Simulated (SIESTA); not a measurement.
Band structure of AlN (F-43m, 2 atoms in the cell).

```
CELL_PARAMETERS angstrom
      0.00000     2.19382     2.19382
      2.19382     0.00000     2.19382
      2.19382     2.19382     0.00000
ATOMIC_POSITIONS crystal
  Al 0.00000 0.00000 0.00000
  N  0.75000 0.75000 0.75000
```

Method: GGA PBE, numerical atomic orbitals DZP, PseudoDojo PBE standard norm-conserving potentials (rewritten from UPF to PSML) (SIESTA 5.4.2).

Settings: XC.functional = GGA; XC.authors = PBE; potentials = PseudoDojo PBE standard; PAO.BasisSize = DZP; PAO.EnergyShift = 0.01 Ry; MeshCutoff = 350 Ry; kgrid.MonkhorstPack = 9 9 9; OccupationFunction = FD; ElectronicTemperature = 50 meV; MaxSCFIterations = 150; SCF.Mixer.Method = Pulay; SCF.Mixer.Weight = 0.1; SCF.Mixer.History = 6; SCF.DM.Tolerance = 1.0E-05.

The starting cell comes from a database of computed structures (which also holds hypothetical and non-ambient phases and stackings), without a prior relaxation at this level. Its lattice was rescaled by a random factor within 2.5 % of one. Values carry the incompleteness of an atom-centred basis.

Problem. Predict the gap along the standard path and the places of the band edges.

Solution. The gap along the path is 3.29 eV, from a point between K and Γ to X; the smallest direct gap on it is 4.29 eV.

Levels in eV from the top of the valence band on the path, bands 1 to 5:
| point | 1 | 2 | 3 | 4 | 5 |
|---|---|---|---|---|---|
| Γ | -14.91 | 0.00 | 0.00 | 0.00 | 4.29 |
| X | -12.23 | -4.88 | -1.78 | -1.78 | 3.29 |
| W | -12.17 | -3.74 | -3.43 | -2.69 | 6.03 |
| K | -12.25 | -4.21 | -3.63 | -1.38 | 5.14 |
| L | -12.88 | -5.84 | -0.49 | -0.49 | 7.43 |
| U | -12.25 | -4.21 | -3.63 | -1.38 | 5.14 |

Higher empty bands are left out: an atom-centred basis made for the valence describes them poorly.
